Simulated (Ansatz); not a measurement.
Here is the system:

```xyz
5
Lattice="4.2124 0.0000 0.0000 0.0000 4.2124 0.0000 0.0000 0.0000 4.2124" Properties=species:S:1:pos:R:3 pbc="T T T"
Ba     0.0000     0.0000     0.0000
Zr     2.1062     2.1062     2.1062
O      2.1062     0.0000     2.1062
O      0.0000     2.1062     2.1062
O      2.1062     2.1062     0.0000
```

Space group of this cell: Pm-3m, cubic perovskite. The cell is taken as given; by r2SCAN its mean pressure is -0.8 GPa.

Transport runs along the normal of the first two printed cell vectors, the (001) plane of the conventional cell.

No gap correction and no spin-orbit coupling; mid-gap values are interpolated between computed energies.

### Question
Compute, with Ansatz (a quantum-chemistry and plane-wave program) with r2SCAN, the band gap and the smallest decay constant κ at mid-gap.

### Answer
Gap 3.72 eV on a 8×8×8 mesh; κ = 0.294 1/Å, at the zone centre.
